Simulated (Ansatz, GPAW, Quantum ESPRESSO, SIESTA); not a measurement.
Code comparison for YZn₅ (P6/mmm, 6 atoms in the cell)

Self-consistent single point.

```
CELL_PARAMETERS angstrom
      5.33374     0.00000     0.00000
     -2.66687     4.61915     0.00000
      0.00000     0.00000     4.24268
ATOMIC_POSITIONS crystal
  Y  0.00000 0.00000 0.00000
  Zn 0.00000 0.50000 0.50000
  Zn 0.50000 0.00000 0.50000
  Zn 0.50000 0.50000 0.50000
  Zn 0.33333 0.66667 0.00000
  Zn 0.66667 0.33333 0.00000
```

All programs got the same cell, k-point mesh and kind of occupations (in Ansatz's words: kpoints.mp_grid.grid = 6 6 6; scf.occupations.method = fermi_dirac; scf.occupations.width = 0.136 eV); potentials, basis and cutoffs are each program's usual ones.

| code | model | pressure (GPa) | k-points | cutoff |
|---|---|---|---|---|
| SIESTA | LDA PW92, numerical atomic orbitals DZP, PseudoDojo LDA standard norm-conserving potentials (rewritten from UPF to PSML) | -16.66 | 132 | grid 400 Ry |
| Ansatz | LDA (PW92), PAW files made with PBE | -8.90 | 28 | default |
| Quantum ESPRESSO | LDA (PZ), PSlibrary PAW (LDA) pseudopotentials | -10.44 | 28 | 50 Ry |
| GPAW | LDA (Perdew-Wang 92), GPAW PAW datasets LDA (gpaw-data 1.0.1) | -9.11 | 28 | 850 eV |

The spread over the programs that give each value: pressure within 7.76 GPa.

The starting cell comes from a database of computed structures (which also holds hypothetical and non-ambient phases and stackings), without a prior relaxation at this level. Its lattice was rescaled by a random factor within 2.5 % of one. On Ansatz's run: In the base run, with a pressure of about -9 GPa the cell is away from its equilibrium volume at this level.

Question: Why do the programs differ, and what cannot be compared?

Answer: Differences of this kind can come from the potentials, where these differ, and from what each basis and cutoff leave unconverged. The valence holds different numbers of electrons (SIESTA 111, Ansatz (a first-principles code) 71, Quantum ESPRESSO 71, GPAW 71). The zero of total energies and Fermi levels follows the potentials and each program's conventions, so they are not compared here. SIESTA uses small atom-centred bases, whose incompleteness enters pressures, forces and empty levels differently from a plane-wave cutoff. Ansatz's pressure is given at a fixed set of plane waves, as the other plane-wave codes print theirs; with its correction for the finite basis it is -8.86 GPa. The same LDA comes in different parametrisations, which differ slightly. The programs reduce the same mesh by symmetry to different extents, which changes the work and not the result. In the pressure, SIESTA (by 7.56) and Quantum ESPRESSO (by 1.34) lie more than 1 GPa from the median of the plane-wave programs.

Left out of this page: ABINIT (stopped by limits of time or memory); Elk and FLEUR (not drawn, or without a comparable value).

Keys are those of Ansatz 0.2.
